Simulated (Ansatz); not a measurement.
**A computed series for WS2: pressure series**

Consider WS$_{2}$ in the 2H-MoS2 type structure (space group P6_3/mmc, No. 194; a = 3.115 Å, c = 11.773 Å; layered, stacked along the Cartesian z axis).

Cell and atoms are relaxed at each pressure.

Computed with PBEsol-D3(BJ), PAW, 420 eV (Ansatz, a first-principles code; no spin-orbit coupling).

Base values:

| Property | Value |
|---|---|
| Band gap | 0.65 eV |

**Question.** The aim is a band gap between 0.23 eV and 0.29 eV. Which of these changes reaches it?
(A) pressure 9 GPa
(B) pressure 60 GPa
(C) pressure 4.2 GPa
(D) pressure 1.8 GPa
(E) pressure −2 GPa

**Answer.** A, pressure 9 GPa. It gives 0.26 eV; pressure 60 GPa gives zero; pressure 4.2 GPa gives 0.44 eV; pressure −2 GPa gives 0.81 eV; pressure 1.8 GPa gives 0.55 eV. Changes not listed may reach it too

The mesh was chosen for an insulator and is coarse for the gapless case. With W present, leaving out spin-orbit coupling can change the band edges. Load acts through the strain it causes; cell and atoms are relaxed under it. No phonon test of stability was made. Competing high-pressure phases were not computed. The final runs are not spin-polarised. A zero or small gap of WS2 under pressure 9 GPa can be the functional's error rather than a property of the material.
